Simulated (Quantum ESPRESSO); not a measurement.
Checking a run of Quantum ESPRESSO on LaGaO3 (R-3c, 10 atoms in the cell). The aim is a self-consistent single point with DFT, PBEsol, plane waves, GBRV 1.5 ultrasoft (PBESOL) pseudopotentials.

The input file:

```fortran
&control
   calculation = 'scf',
   prefix = 'pwscf',
   outdir = './tmp',
   pseudo_dir = './',
   verbosity = 'high',
   tprnfor = .true.,
   tstress = .true.,
/
&system
   ibrav = 0,
   nat = 10,
   ntyp = 3,
   ecutwfc = 50,
   ecutrho = 250,
   occupations = 'fixed',
   nbnd = 54,
/
&electrons
   conv_thr = 1.0d-1,
/
ATOMIC_SPECIES
La   138.9055  la_pbesol_v1.uspp.F.UPF
Ga    69.7230  ga_pbesol_v1.4.uspp.F.UPF
O     15.9990  o_pbesol_v1.2.uspp.F.UPF
CELL_PARAMETERS angstrom
   2.797409928     1.615085375     4.486793000
  -2.797409928     1.615085375     4.486793000
   0.000000000    -3.230170750     4.486793000
ATOMIC_POSITIONS angstrom
La    0.000000000    0.000000000    3.365094750
La    0.000000000    0.000000000   10.095284250
Ga    0.000000000    0.000000000    0.000000000
Ga    0.000000000    0.000000000    6.730189500
O     1.592137468    0.472507762    5.608491250
O    -1.592137468   -0.472507762    7.851887750
O    -1.205272460    1.142577613    5.608491250
O     1.205272460   -1.142577613    7.851887750
O    -0.386865009   -1.615085375    5.608491250
O     0.386865009    1.615085375    7.851887750
K_POINTS automatic
3 3 3  0 0 0
```

Output (repeated stretches shortened):

```
     Message from routine setup:
     using ibrav=0 with symmetry is DISCOURAGED, use correct ibrav instead
     G-vector sticks info
     --------------------
     sticks:   dense  smooth     PW     G-vecs:    dense   smooth      PW
   [... lines left out ...]
         7        O      tau(   7) = (  0.3191470  0.7500000  0.1808530  )
         8        O      tau(   8) = (  0.6808530  0.2500000  0.8191470  )
         9        O      tau(   9) = (  0.1808530  0.3191470  0.7500000  )
        10        O      tau(  10) = (  0.8191470  0.6808530  0.2500000  )

     number of k points=     6
                       cart. coord. in units 2pi/alat
        k(    1) = (   0.0000000   0.0000000   0.0000000), wk =   0.0740741
        k(    2) = (   0.0000000  -0.3803439   0.1369102), wk =   0.4444444
        k(    3) = (  -0.3293875  -0.1901719   0.2738205), wk =   0.4444444
        k(    4) = (  -0.3293875   0.5705158  -0.0000000), wk =   0.4444444
        k(    5) = (   0.0000000   0.0000000   0.4107307), wk =   0.1481481
        k(    6) = (   0.0000000   0.7606878   0.1369102), wk =   0.4444444

     Dense  grid:    54757 G-vectors     FFT dimensions: (  54,  54,  54)

     Smooth grid:    39165 G-vectors     FFT dimensions: (  48,  48,  48)

     Initial potential from superposition of free atoms

     starting charge      93.9412, renormalised to      96.0000

     negative rho (up, down):  1.545E-01 0.000E+00
     Self-consistent Calculation

     iteration #  1     ecut=    50.00 Ry     beta= 0.70

---- Real-time Memory Report at c_bands before calling an iterative solver
           538 MiB given to the printing process from OS
            97 MiB allocation reported by mallinfo(arena+hblkhd)
------------------

     negative rho (up, down):  1.424E-01 0.000E+00

     total energy              =   -1226.84815177 Ry
     estimated scf accuracy    <       3.82620735 Ry

     iteration #  2     ecut=    50.00 Ry     beta= 0.70

   [... lines left out ...]
           120 MiB allocation reported by mallinfo(arena+hblkhd)
------------------

     negative rho (up, down):  9.908E-02 0.000E+00

     total energy              =   -1227.88068032 Ry
     estimated scf accuracy    <       5.13688335 Ry

     iteration #  3     ecut=    50.00 Ry     beta= 0.70

---- Real-time Memory Report at c_bands before calling an iterative solver
           590 MiB given to the printing process from OS
           121 MiB allocation reported by mallinfo(arena+hblkhd)
------------------

     negative rho (up, down):  1.020E-01 0.000E+00
     End of self-consistent calculation

     highest occupied, lowest unoccupied level (ev):    10.7462   14.0336

!    total energy              =   -1228.79419259 Ry
     estimated scf accuracy    <       0.09645310 Ry

     convergence has been achieved in   3 iterations

     negative rho (up, down):  1.020E-01 0.000E+00

     Forces acting on atoms (cartesian axes, Ry/au):

     atom    1 type  1   force =    -0.00000000    0.00000000    0.00000000
     atom    2 type  1   force =     0.00000000    0.00000000    0.00000000
     atom    3 type  2   force =     0.00000000   -0.00000000   -0.00000000
     atom    4 type  2   force =     0.00000000    0.00000000    0.00000000
     atom    5 type  3   force =     0.00516432   -0.00894487    0.00000000
   [... lines left out ...]
     Total force =     0.025300     Total SCF correction =     0.121955
   [... lines left out ...]

     negative rho (up, down):  1.020E-01 0.000E+00
          total   stress  (Ry/bohr**3)                   (kbar)     P=     2947.35
   0.02007523   0.00000000   0.00000000         2953.17        0.00        0.00
   0.00000000   0.02007523   0.00000000            0.00     2953.17        0.00
   0.00000000   0.00000000   0.01995653            0.00        0.00     2935.71

   JOB DONE.
```

### Question
Is this run sound? If not, what is wrong?

### Answer
The run is not sound. The fault is a convergence threshold that is too loose. A loop that stops early leaves an energy error of second order in the density error, but errors of first order in forces and stress. To fix it, tighten the threshold. The run converged in 3 iterations without an error; against the sound input the free energy rises by 113 meV/atom, the pressure goes from -6.25 to 294.7 GPa, the largest force goes from 0.005 to 0.266 eV/Å and the gap on the mesh goes from 3.310 to 3.287 eV. The full log also holds: “SCF correction compared to forces is large: reduce conv_thr to get better values”.

An input that runs soundly differs in these lines (not the only fix; some lines may just follow from the change or write a value another way):
```diff
-   conv_thr = 1.0d-1,
+   conv_thr = 1.0d-10,
```

With that input, the run converged in 15 iterations: free energy E − TS -16719.7219 eV; top of the valence band (on the code's own zero) 11.18 eV; gap on the k-point mesh 3.31 eV; pressure -6.25 GPa; largest force (vector length) 0.005 eV/Å (DFT, PBEsol, plane waves, GBRV 1.5 ultrasoft (PBESOL) pseudopotentials).

On the sound input: the starting cell comes from a database of computed structures (which also holds hypothetical and non-ambient phases and stackings), without a prior relaxation at this level. With a pressure of about -6 GPa the cell is away from its equilibrium volume at this level.
